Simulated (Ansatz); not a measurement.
# How far PBE and PBEsol part for WC, W → Ru

Take WC (space group P-6m2, No. 187; a = 2.9220 Å, c = 2.8473 Å) as the base.

(Cell as relaxed with PBE.)

Levels (all Ansatz, a first-principles code, PAW, earlier PAW set): PBE (420 eV, without spin-orbit coupling); PBEsol (420 eV, spin-orbit coupling left out).

Each level relaxes its own structure.

| base | PBE | PBEsol |
|---|---|---|
| volume per atom | 10.53 Å³ | 10.29 Å³ |
| lattice parameter a | 2.922 Å | 2.899 Å |
| band gap | zero | zero |

One thing is altered: full substitution W → Ru; the structure is relaxed again.

```
quantity                           PBE   PBEsol
-----------------------------  -------  -------
c/a ratio                        0.915    0.917
shortest interatomic distance  2.154 Å  2.135 Å
band gap                          zero     zero
```

PBE's shortest interatomic distance lies 0.019 Å above PBEsol's (0.9 %); the two agree on the band gap. Neither level is exact; PBEsol is the comparison here, not a measurement.

Whether these cells are dynamically stable was not tested. As relaxed here, RuC is a hypothetical phase, not in the database extracts checked. The final runs are not spin-polarised.
